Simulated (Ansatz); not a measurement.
## TiO2, response to strain

Take TiO2 in the anatase structure (space group I4_1/amd, No. 141; a = 3.770 Å, c = 9.552 Å) as the base. Axes: x, y, z lie along a, b, c of the conventional cell.

Strains are applied to the cell and any free atomic positions relax.

Level of theory: Ansatz (a quantum-chemistry and plane-wave program) PBEsol, spin-orbit coupling left out.

Notes on the quantities. pressure: mean of the normal stresses, compression positive.

```json
[
 {"variant": "base", "band gap": "2.11 eV", "volume per atom": "11.31 Å³", "largest internal atomic displacement": "–", "pressure": "0.00 GPa"},
 {"variant": "uniaxial strain ε_zz = +0.60 %", "band gap": "2.12 eV", "volume per atom": "11.38 Å³", "largest internal atomic displacement": "–", "pressure": "-0.98 GPa"},
 {"variant": "uniaxial strain ε_zz = +1.20 %", "band gap": "2.14 eV", "volume per atom": "11.45 Å³", "largest internal atomic displacement": "0.014 Å", "pressure": "-1.93 GPa"},
 {"variant": "uniaxial strain ε_zz = +1.80 %", "band gap": "2.16 eV", "volume per atom": "11.52 Å³", "largest internal atomic displacement": "0.021 Å", "pressure": "-2.90 GPa"},
 {"variant": "uniaxial strain ε_zz = +2.40 %", "band gap": "2.17 eV", "volume per atom": "11.58 Å³", "largest internal atomic displacement": "0.027 Å", "pressure": "-3.84 GPa"},
 {"variant": "uniaxial strain ε_zz = +3.00 %", "band gap": "2.19 eV", "volume per atom": "11.65 Å³", "largest internal atomic displacement": "0.034 Å", "pressure": "-4.76 GPa"}
]
```

Stability against distortions was not tested. The final runs are not spin-polarised.
